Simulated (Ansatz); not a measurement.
**Fermi-surface data of Cu (R-3m)**

Data:

```
Cu
1.0
   -0.01231     1.77380     1.77380
    1.77380    -0.01231     1.77380
    1.77380     1.77380    -0.01231
Cu
1
Direct
  0.00000   0.00000   0.00000
```

Method: PBEsol, rigid bands (plane waves, PAW, scalar-relativistic; Ansatz, an electronic-structure program). Condition of this run: uniaxial stress along [111] of 2 GPa (compression positive) (the target of the relaxation). Cell: cell and atoms relaxed with PBEsol, then loaded as said.

| Property | Result |
|---|---|
| density of states at the Fermi level | 0.298 states/(eV·cell), both spins |
| bare Sommerfeld coefficient | 0.70 mJ/(mol of atoms·K²) |
| Drude plasma energy | 9.1 eV |
| root-mean-square Fermi velocity | 1.1e6 m/s |
| resistivity times τ | 5.9 ×10⁻²² Ω·m·s |
| resistivity times mean free path | 6.5 ×10⁻¹⁶ Ω·m² |

A metal at this level (no band gap); rigid bands, thermally averaged at 300 K, both spins. Spin-orbit coupling is left out. τ is one relaxation time for all states; the product of resistivity and mean free path takes one path for all states instead.
